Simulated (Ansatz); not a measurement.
Input:

```xyz
4
Lattice="-1.7143 1.7143 5.8160 1.7143 -1.7143 5.8160 1.7143 1.7143 -5.8160" Properties=species:S:1:pos:R:3 pbc="T T T"
Nb     0.0000     0.0000     8.7172
Nb     1.7143     0.0000     5.8092
As     0.0000     0.0000     1.9493
As     0.0000     1.7143     4.8574
```

The numbers are results of PBEsol, rigid bands (plane waves, PAW, scalar-relativistic; Ansatz, a first-principles code), not measurements. Condition of this run: biaxial stress xx = yy = 1 GPa (compression positive) (the target of the relaxation). Geometry: cell and atoms relaxed with PBEsol, then loaded as said.

**Question.** Is this a good metal at this level?

**Answer.** No. No gap is resolved, and few carriers conduct, as in a semimetal or a zero-gap semiconductor. N(E_F) = 0.177 states/eV a cell at 300 K and the Drude plasma energy along the best axis is 1.30 eV, several times under that of a simple or noble metal.

Spin-orbit coupling is left out; it can open or close a small gap.

Formula and space group known from diffraction (Crystallography Open Database), not checked to be the room-temperature form: NbAs under load (space group I4_1md).
